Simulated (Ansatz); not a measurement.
Take ZnSiP2 in the chalcopyrite structure (space group I-42d, No. 122) as the base.

```
ZnSiP2
1.0
   -2.65320     2.65320     5.18990
    2.65320    -2.65320     5.18990
    2.65320     2.65320    -5.18990
Zn Si P
2 2 4
Cartesian
  0.00000   0.00000   0.00000
  0.00000   2.65320   2.59495
  0.00000   0.00000   5.18990
  2.65320   0.00000   2.59495
  1.25805   1.32660   6.48737
  1.32660  -1.25805   3.89242
  1.39515   1.32660   1.29747
  1.32660   3.91125  -1.29747
```

Level of theory: LDA in Ansatz (plane waves to 420 eV, PAW, scalar-relativistic without spin-orbit coupling).

Base values:

```
Quantity                               Value
---------------------  ---------------------
Band gap                             1.11 eV
Valence-band top at Γ  0.00, -0.11, -0.11 eV
Lattice parameter a              10.028 bohr
```

Perturbation: cell and atoms relaxed at a pressure of 30 GPa.

Predict the new band gap, valence-band top at Γ and lattice parameter a.

The band gap drops by 0.53 eV (1.11 eV → 0.58 eV); the valence-band top at Γ (three highest levels, from the VBM) goes from 0.00, -0.11, -0.11 eV to 0.00, -0.13, -0.13 eV; the lattice parameter a falls by 0.6415 bohr to 9.386 bohr.

Load acts through the strain it causes; cell and atoms are relaxed under it. Stability against distortions was not tested. No other phases were tried under pressure.

Ansatz is a first-principles code.
